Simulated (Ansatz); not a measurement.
# C axis length of SrAlHO₂ (model structure, started from the SrVO2H type, P4/mmm, No. 123, 5 atoms in the cell) at several levels of theory

No measured value is used here.

```csv
level (code),value (Å)
LDA (Ansatz),3.618
PBE (Ansatz),3.705
PBEsol (Ansatz),?
r²SCAN (Ansatz),3.677
```

### Question
Fill in the missing entries.

### Answer

- PBEsol (Ansatz, a first-principles code), value (Å): 3.658

Cutoffs differ between the levels. Ansatz's density-functional and Hartree–Fock values are scalar-relativistic unless marked +SOC, with PAW data made under PBE.

A model structure was made by putting elements into a prototype or built by hand; it is no filed structure, need not be a known phase, and can be a saddle point held by its symmetry.
